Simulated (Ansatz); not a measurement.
## BP: carrier doping

Consider BP in the wurtzite structure (space group P6_3mc, No. 186; a = 3.1793 Å, c = 5.2745 Å; a cell from a computed database, its experimental status unchecked).

Carriers are added at fixed cell with a uniform background; the Fermi–Dirac width is that of 300 K.

Calculations: DFT with PBEsol, PAW potentials and a 420 eV plane-wave cutoff in Ansatz (a quantum-chemistry and plane-wave program), spin-orbit coupling left out.

Notes on the quantities. Fermi level from band edge: Fermi level relative to the doped band's edge (positive inside the band; to 0.05 eV).

```csv
case,Fermi level from band edge,gap between the host's bands
undoped,–,0.83 eV
electrons 1.5×10^21 cm⁻³,+0.50 eV,0.78 eV
electrons 5.0×10^21 cm⁻³,+0.85 eV,0.72 eV
electrons 1.0×10^22 cm⁻³,+1.15 eV,0.60 eV
electrons 2.0×10^22 cm⁻³,+1.65 eV,0.35 eV
holes 1.5×10^21 cm⁻³,+0.60 eV,0.80 eV
holes 5.0×10^21 cm⁻³,+1.10 eV,0.82 eV
holes 1.0×10^22 cm⁻³,+1.55 eV,0.84 eV
holes 2.0×10^22 cm⁻³,+2.05 eV,0.93 eV
```

Charged cell with a jellium background: band edges are those of the host's band count, energies are not comparable with the neutral cell, and many-body gap narrowing is missing. Stability against distortions was not tested. This is not the structure that BP has at room temperature and ambient pressure.
